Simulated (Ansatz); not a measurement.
# Converging the k-point mesh: a (100) slab of LiHfSe2 (cut from a parent of space group no. 164; 12 atoms in the cell)

```yaml
crystal:
  lattice:
    - [3.71710, 0.00000, 0.00000]
    - [0.00000, 6.61936, 0.00000]
    - [0.00000, 0.00000, 22.58419]
  atoms:
    - { symbol: Li, position: [0.50000, 0.50000, 0.35746] }
    - { symbol: Hf, position: [0.50000, 0.00000, 0.35746] }
    - { symbol: Se, position: [0.00000, 0.24830, 0.40497] }
    - { symbol: Se, position: [0.00000, 0.75170, 0.30995] }
    - { symbol: Li, position: [0.00000, 0.50000, 0.50000] }
    - { symbol: Hf, position: [0.00000, 0.00000, 0.50000] }
    - { symbol: Se, position: [0.50000, 0.24830, 0.54751] }
    - { symbol: Se, position: [0.50000, 0.75170, 0.45249] }
    - { symbol: Li, position: [0.50000, 0.50000, 0.64254] }
    - { symbol: Hf, position: [0.50000, 0.00000, 0.64254] }
    - { symbol: Se, position: [0.00000, 0.24830, 0.69005] }
    - { symbol: Se, position: [0.00000, 0.75170, 0.59503] }
```

Method: PBEsol, default PAW files made with PBE (plane waves; Ansatz, an electronic-structure program).

Base settings: basis.ecutwfc = 30.9 Ry; kpoints.mp_grid.grid = 4 3 1; hamiltonian.xc = pbesol; hamiltonian.pseudopotentials = {kind: paw} (the program's default PAW files); scf.occupations.method = fermi_dirac; scf.occupations.width = 0.0073 Ry.

Only quantities that move along the ladder and can be compared are tabulated.

The count of work is k-points × plane waves × bands × iterations; it is no time. Core times come from one kind of shared machine, to one figure; runs under 30 s give none.

The starting cell comes from a database of computed structures (which also holds hypothetical and non-ambient phases and stackings), without a prior relaxation at this level. The slab is cut from that crystal, and its faces are unrelaxed. Its lattice was rescaled by up to half a per cent. Spin polarisation is off, though cut faces can carry moments; the slab shows no gap. In the base run, forces exceed 1 eV/Å. Without a gap this mesh is coarse (it stands for a supercell whose shortest in-plane vector is 15 Å).

```tsv
kpoints.mp_grid.grid	free energy less the last step's (meV/atom)	largest difference of a force vector from the last step's (eV/Å)	count of work / last	core time / last (rough)
2 1 1	74.16	0.341	0.022	–
2 2 1	75.28	0.297	0.039	–
3 2 1	9.20	0.134	0.039	–
4 2 1	2.62	0.104	0.058	–
4 3 1	1.13	0.069	0.058	–
5 3 1	-0.64	0.078	0.058	–
6 3 1	-0.17	0.023	0.078	0.07
7 4 1	0.15	0.023	0.12	0.10
8 5 1	0.15	0.009	0.15	0.1
9 5 1	0.00	0.011	0.15	0.1
10 6 1	-0.06	0.008	0.23	0.2
12 7 1	0.02	0.003	0.27	0.2
14 8 1	0.02	0.001	0.39	0.3
17 10 1	0.00	0.001	0.53	0.4
19 11 1	0.01	0.000	0.58	0.5
23 13 1	0.00	0.000	1.0	1
```

Coarsest kpoints.mp_grid.grid that holds the forces within 0.005 eV/Å of the last step, with all finer ones: 12 7 1, at 0.27 of the last step's count of work and about 0.2 of the last step's time; the step before is off by 0.008 eV/Å.

Coarsest kpoints.mp_grid.grid that holds the free energy within 2 meV/atom of the last step, with all finer ones: 4 3 1, at 0.058 of the last step's count of work; the step before is off by 2.6 meV/atom.

Keys are those of Ansatz 0.2.
